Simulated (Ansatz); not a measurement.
Consider GaSb in the zinc blende structure (space group F-43m, No. 216; a = 6.0488 Å).

Level of theory: LDA/PAW in Ansatz (a program for electronic structure), scalar-relativistic without spin-orbit coupling.

Base values:

The pressure comes out as 0.00 GPa.

Perturbation: the cell is scaled by 0.9750 in all directions, atoms relaxed at fixed cell.

**Question.** What happens to the pressure?

**Answer.** The pressure goes from zero to 5.07 GPa.

**Question.** What happens to the energy relative to the base?

**Answer.** The energy increases by 30 meV/atom.

The cells carry an imposed strain or load. Stability against distortions was not tested.
